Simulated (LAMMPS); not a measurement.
LAMMPS 22 Jul 2025, classical MD, analytic bond-order potential (GaAs.bop.table): GaAs, 512 atoms.

```yaml
task: MD, nve
potential: analytic bond-order potential, GaAs.bop.table
copies_of_the_repeat_unit: 4×4×4
shape (slab and sphere leave vacuum in the box): bulk
steps: 400
timestep: 1 fs
thermo: 50
newton: on (default)
atom_modify sort (bins of 2 Å where set): 1000 (default)
comm_style: brick (default)
box: 22.6 × 22.6 × 22.6 Å
start: generated zinc blende lattice, warmed in an untimed run
```

All runs start from one configuration, warmed at this fixed volume for 300 steps under a thermostat at 100 K. The run at a skin of 2 Å has a mean temperature of 99.8 K and a mean pressure of 0.6 GPa.

One run each, on a shared machine, so no times are given.

With neigh_modify every 1 delay 0 check yes, skins of 0.1, 0.3, 0.5, 1, 1.5, 2, 3 Å were run. Further schedules:
- skin 1 Å, every 1 delay 10 check yes
- skin 1 Å, every 100 delay 0 check no
- skin 0.3 Å, every 10 delay 0 check yes
- skin 1 Å, every 20 delay 0 check no
- skin 2 Å, every 10 delay 0 check yes
- skin 2 Å, every 20 delay 0 check no
- skin 1 Å, every 10 delay 0 check yes

A schedule rebuilds too seldom if it shows a dangerous build, rebuilds less often than the check at every step does at that skin, or fails.

Problem. Which schedules can miss pairs here, and how do rebuilds depend on the skin?

Solution. With the check at every step the rebuilds are 32 at 0.1 Å, 9 at 0.3 Å, 2 at 0.5 Å, 0 at 1 Å, 0 at 1.5 Å, 0 at 2 Å, 0 at 3 Å. No further schedule rebuilds too seldom in this run.

| setting | rebuilds | dangerous builds | list entries an atom | change of the total energy (meV/atom) |
|---|---|---|---|---|
| skin 0.1 Å, every 1 delay 0 check yes | 32 | — | 4.00 | under 0.001 |
| skin 0.3 Å, every 1 delay 0 check yes | 9 | — | 7.98 | under 0.001 |
| skin 0.5 Å, every 1 delay 0 check yes | 2 | — | 16.0 | under 0.001 |
| skin 1 Å, every 1 delay 0 check yes | 0 | — | 23.1 | under 0.001 |
| skin 1.5 Å, every 1 delay 0 check yes | 0 | — | 28.0 | under 0.001 |
| skin 2 Å, every 1 delay 0 check yes | 0 | — | 31.8 | under 0.001 |
| skin 3 Å, every 1 delay 0 check yes | 0 | — | 46.0 | under 0.001 |
| skin 1 Å, every 1 delay 10 check yes | 0 | 0 | 23.1 | under 0.001 |
| skin 1 Å, every 100 delay 0 check no | 4 | not counted | 23.1 | under 0.001 |
| skin 0.3 Å, every 10 delay 0 check yes | 9 | 0 | 8.01 | under 0.001 |
| skin 1 Å, every 20 delay 0 check no | 20 | not counted | 23.1 | under 0.001 |
| skin 2 Å, every 10 delay 0 check yes | 0 | 0 | 31.8 | under 0.001 |
| skin 2 Å, every 20 delay 0 check no | 20 | not counted | 31.8 | under 0.001 |
| skin 1 Å, every 10 delay 0 check yes | 0 | 0 | 23.1 | under 0.001 |

List entries are as LAMMPS prints them (Ave neighs/atom).
